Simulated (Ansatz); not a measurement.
Start from NiSi (space group Pnma, No. 62; a = 5.190 Å, b = 3.350 Å, c = 5.624 Å; non-magnetic). Axes: x, y, z lie along a, b, c of the conventional cell.

Level of theory: PBE in Ansatz (plane waves to 420 eV, PAW, spin-orbit coupling left out).

Base values:

```
Quantity           Result
---------------  --------
Volume per atom  12.22 Å³
Band gap             zero
Pressure          0.0 GPa
```

The change: biaxial strain −0.94 %, plane normal [001], relaxed out of plane (Cartesian); in-plane vectors clamped, the third vector and the atoms free.

Q: Predict the new volume per atom.

A: The volume per atom shrinks by 0.117 Å³, from 12.22 Å³ to 12.11 Å³.

Q: How does this affect the band gap?

A: The band gap is still zero.

Q: Estimate the effect on the pressure.

A: The pressure (mean of the normal stresses, compression positive) goes from zero to 1.9 GPa.

Whether these cells are dynamically stable was not tested. Starting moments died away, wholly or in part, for the base; another magnetic solution may exist. All final runs are without spin polarisation.

Ansatz is a quantum-chemistry and plane-wave program.
